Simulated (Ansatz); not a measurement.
Pressure series in hypothetical CsCl type GaN

Start from GaN in the CsCl type structure (space group Pm-3m, No. 221; a = 2.742 Å; a hypothetical phase, not in the database extracts checked).

Cell and atoms are relaxed at each pressure.

Method: PBE, PAW, 420 eV (Ansatz, a first-principles code; no SOC).

```tsv
pressure (GPa)	volume per atom (Å³/atom)
-2	10.458
-1	10.384
0	10.313
0.3	10.293
0.7	10.266
1.5	10.213
3	?
7.5	9.853
10	9.721
```

Problem. Fit the third-order Birch–Murnaghan form P(V) = (3B₀/2)[(V₀/V)^(7/3) − (V₀/V)^(5/3)]·[1 + (3/4)(B₀′ − 4)((V₀/V)^(2/3) − 1)] (squares taken in P) to the rows shown and predict the withheld row.

Solution. Least squares on the printed values gives V₀ = 10.314 Å³/atom, B₀ = 149 GPa, B₀′ = 4.3; this predicts 10.116 Å³/atom, and the run gives 10.116 Å³/atom, in agreement.

Load acts through the strain it causes; cell and atoms are relaxed under it. Whether these cells are dynamically stable was not tested. No other phases were tried under pressure. All final runs are without spin polarisation.
